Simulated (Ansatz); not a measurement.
Levels about the gap of amorphous Si12B24N40 (76 atoms in a cell of 915 Å³, 2.10 g/cm³; zone centre alone, so wide bands show as single levels with stretches between that a denser mesh fills), at the geometry that PBE relaxed, where it gives -3.9 GPa on a denser mesh. The participation number counts the atoms over which a state spreads; weights are charges in smoothed Voronoi cells. The levels come from a single point, so bond lengths are those of that geometry. Method of the levels: r2SCAN, scalar-relativistic without spin-orbit coupling (Ansatz, an electronic-structure program). Sampling: the zone centre alone; Fermi-Dirac width 0.01 eV; collinear spin, started from moments on atoms (the moments died out). At PBE the levels at the filled edge of the gap are localised (band-tail or defect states).

The cell was made by melting and quenching with the CHGNet potential and then relaxed with DFT. N atoms were pushed apart under 1.9 Å during the dynamics, to hinder bonds among them. The hot cell started wider than the set density and was brought back towards it in steps. It is the lowest in DFT energy of 2 quenches. It is a model cell: composition and starting density were chosen by hand, and all elements were melted together. No dispersion term was used. Its density started from a set value of 2.10 and ended at 2.10 g/cm³. The simulated quench (nominally 500 K/ps over its main leg) is rapid and tends to freeze in more defects than a deposited or slowly cooled glass has. One small periodic cell is one sample of the glass; other quenches scatter about these values. The volume was held where the preparation left it and the shape relaxed, at a PBE pressure of -3.9 GPa (tension). Stress components on the final sampling reach 4.0 GPa.

| E - E(highest filled), eV | filling | spin | participation number | largest on | weight N | weight B | weight Si |
|---|---|---|---|---|---|---|---|
| -0.52 | filled | up | 16.8 | N, 2 neighbours | 0.86 | 0.10 | 0.05 |
| -0.30 | filled | up | 15.7 | N, 3 neighbours | 0.87 | 0.08 | 0.05 |
| -0.30 | filled | dn | 15.7 | N, 3 neighbours | 0.87 | 0.08 | 0.05 |
| -0.14 | filled | up | 13.4 | N, 3 neighbours | 0.86 | 0.10 | 0.04 |
| -0.14 | filled | dn | 13.4 | N, 3 neighbours | 0.86 | 0.10 | 0.04 |
| 0.00 | filled | dn | 2.8 | N, 2 neighbours | 0.87 | 0.06 | 0.06 |
| 0.00 | filled | up | 2.8 | N, 2 neighbours | 0.87 | 0.06 | 0.06 |
| 2.53 | empty | dn | 5.7 | Si, 3 neighbours | 0.38 | 0.19 | 0.44 |
| 2.53 | empty | up | 5.7 | Si, 3 neighbours | 0.38 | 0.19 | 0.44 |
| 2.86 | empty | dn | 20.6 | B, 3 neighbours | 0.31 | 0.58 | 0.12 |
| 2.86 | empty | up | 20.6 | B, 3 neighbours | 0.31 | 0.58 | 0.12 |
| 2.95 | empty | dn | 13.2 | B, 3 neighbours | 0.31 | 0.57 | 0.11 |
| 2.95 | empty | up | 13.2 | B, 3 neighbours | 0.31 | 0.57 | 0.11 |
| 3.17 | empty | dn | 9.7 | B, 2 neighbours | 0.31 | 0.61 | 0.09 |

Most localised among these is the filled level at +0.00 eV, on a N atom, which has 2 neighbours (B 1.36 Å, Si 1.63 Å).
